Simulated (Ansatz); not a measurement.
# Effect of H interstitial (started 2.06 Å from the nearest host atom), symmetric start on ZnO

The reference is an 8-atom supercell of ZnO in the wurtzite structure (space group P6_3mc, No. 186; a = 3.231 Å, c = 5.216 Å) at its relaxed geometry.

It is then changed as follows: one H atom is added in an open site, starting 2.06 Å from the nearest host atom, atoms relaxed at fixed cell.

Calculations: PBEsol (Ansatz, an electronic-structure program), no spin-orbit coupling, earlier PAW set. Γ-centred 5×7×5 mesh, Fermi–Dirac width 0.01 eV.

```yaml
pressure: 3.3 GPa (base 0.0 GPa)
final_site_of_the_added_atom: 3 Zn at 1.91–1.96 Å (trigonal pyramidal)
```

Final structure:

```xyz
9
Lattice="4.8463 -2.7980 0.0000 1.6154 2.7980 0.0000 0.0000 0.0000 5.2158" Properties=species:S:1:pos:R:3 pbc="T T T"
Zn     1.6192     0.9305     0.0432
Zn     3.2292    -1.8644    -0.0638
Zn     4.8674    -0.9448     2.5649
Zn     1.5778    -0.9109     2.5935
O      1.6458     0.9151     3.3193
O      3.1923    -1.8431     3.1920
O      4.8221    -0.9187     0.5538
O      1.6444    -0.9494     0.6154
H      0.0178    -0.0103     1.9641
```

Cost of the whole job for the changed cell (relaxation, final SCF and bands): very roughly 4 core-minutes.

The magnetic state is the one reached from the starting moments; the real material's order can differ, and small cells can't hold many antiferromagnetic ones. In so small a cell the defect repeats every few ångströms: this is an ordered compound, not a dilute defect. A case with no gap was solved on a k-mesh chosen for an insulator, which is coarse for it. The defect started on the symmetric site and kept its symmetry, so it may sit on a saddle. The defect cell is spin-polarised and ends with 0.8 μB, a fractional moment that hangs on the mesh and smearing.
